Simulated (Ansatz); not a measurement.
The reference is HfN in the rock salt structure (space group Fm-3m, No. 225).

```xyz
2
Lattice="0.0000 2.2627 2.2627 2.2627 0.0000 2.2627 2.2627 2.2627 0.0000" Properties=species:S:1:pos:R:3 pbc="T T T"
N      0.0000     0.0000     0.0000
Hf     2.2627     2.2627     2.2627
```

All numbers come from plane-wave PAW DFT at the r2SCAN level (Ansatz, an electronic-structure program, 500 eV), no spin-orbit coupling.

For the base:

| Item | Result |
|---|---|
| Volume per atom | 11.59 Å³ |

Perturbation: every Hf is replaced by Ta, then cell and atoms are relaxed.

Task: What does the calculation give for the volume per atom after the change?

Result: The volume per atom drops by 0.964 Å³, from 11.59 Å³ to 10.62 Å³.

Whether these cells are dynamically stable was not tested. The final runs are not spin-polarised. An odd electron count without spin: HfN. This is not the structure that TaN has at room temperature and ambient pressure.
